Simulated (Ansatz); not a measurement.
PbS (model structure, started from the zincblende type, F-43m, No. 216, 2 atoms in the cell) was calculated with PBEsol (PAW; Ansatz, a program for electronic structure).

Settings: plane-wave cutoff 520 eV, 10×10×10 k mesh, Fermi–Dirac smearing 0.01 eV, scalar-relativistic PAW data made under PBE.

Cell (relaxed at this level):

```
PbS
1.0
    0.00000     3.27151     3.27151
    3.27151     0.00000     3.27151
    3.27151     3.27151     0.00000
S Pb
1 1
Cartesian
  4.90726   4.90726   4.90726
  0.00000   0.00000   0.00000
```

Question: Predict the band gap, direct gap at Γ and bulk modulus.

Answer: 
- band gap = 0.68 eV (on the SCF k mesh)
- direct gap at Γ = 4.23 eV
- bulk modulus = 39.0 GPa

Note: the bulk modulus is −V dP/dV from two relaxed cells at ±2 % in volume; the relaxation could raise the start's symmetry but not lower it, so the cell can be a saddle point.

Spin–orbit coupling is not included; with these elements it can move the gap by several tenths of an eV or more.

Computed values are for the static lattice.

A model structure was made by putting elements into a prototype or built by hand; it is no filed structure, need not be a known phase, and can be a saddle point held by its symmetry.
